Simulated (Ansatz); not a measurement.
Start from InAgTe2 in the chalcopyrite structure (space group I-42d, No. 122; a = 6.431 Å, c = 12.767 Å).

Calculations: plane-wave PAW DFT at the PBEsol level (Ansatz, a first-principles code, 420 eV), no SOC.

For the base:

```
Property       Result
---------  ----------
Density    6.01 g/cm³
c/a ratio       1.985
Band gap      0.08 eV
```

One thing is altered: full substitution Ag → Hg; the structure is relaxed again.

Problem. What happens to the density?

Solution. The density rises by 0.28 g/cm³ (6.01 g/cm³ → 6.29 g/cm³).

Problem. What happens to the c/a ratio?

Solution. The c/a ratio grows by 0.0413 to 2.027.

Problem. Estimate the effect on the band gap.

Solution. The band gap becomes zero (base: 0.08 eV).

With Te present, leaving out spin-orbit coupling can change the band edges. No phonon test of stability was made. As relaxed here, InHgTe2 is a hypothetical phase, not in the database extracts checked. The final runs are not spin-polarised. A zero or small gap of InAgTe2 can be the functional's error rather than a property of the material.
